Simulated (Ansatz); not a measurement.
BAs, response to strain

The reference is BAs in the zinc blende structure (space group F-43m, No. 216; a = 4.784 Å). Axes: x, y, z lie along the cube axes.

Strains are applied to the cell and any free atomic positions relax; under biaxial strain the out-of-plane vector relaxes too.

The values are results of Ansatz (a program for electronic structure) r2SCAN, without spin-orbit coupling, not measurements.

Notes on the quantities. energy relative to the base: free energy F.

```json
[
 {"biaxial strain, plane normal [001], relaxed out of plane (%)": "-3", "energy relative to the base (meV/atom)": "26.7"},
 {"biaxial strain, plane normal [001], relaxed out of plane (%)": "-2.5", "energy relative to the base (meV/atom)": "?"},
 {"biaxial strain, plane normal [001], relaxed out of plane (%)": "-2", "energy relative to the base (meV/atom)": "11.6"},
 {"biaxial strain, plane normal [001], relaxed out of plane (%)": "-1.5", "energy relative to the base (meV/atom)": "6.5"},
 {"biaxial strain, plane normal [001], relaxed out of plane (%)": "-1", "energy relative to the base (meV/atom)": "2.8"},
 {"biaxial strain, plane normal [001], relaxed out of plane (%)": "-0.5", "energy relative to the base (meV/atom)": "0.7"},
 {"biaxial strain, plane normal [001], relaxed out of plane (%)": "0", "energy relative to the base (meV/atom)": "0.0"}
]
```

**Question.** Fit ΔE = Aε² + Bε³ (ε in %) to the rows shown and predict the withheld row.

**Answer.** Least squares on the printed values gives A = 2.78 and B = -0.063 meV/atom (largest residual 0.0 meV/atom); this predicts 18.3 meV/atom, and the run gives 18.4 meV/atom, in agreement.

No phonon test of stability was made.
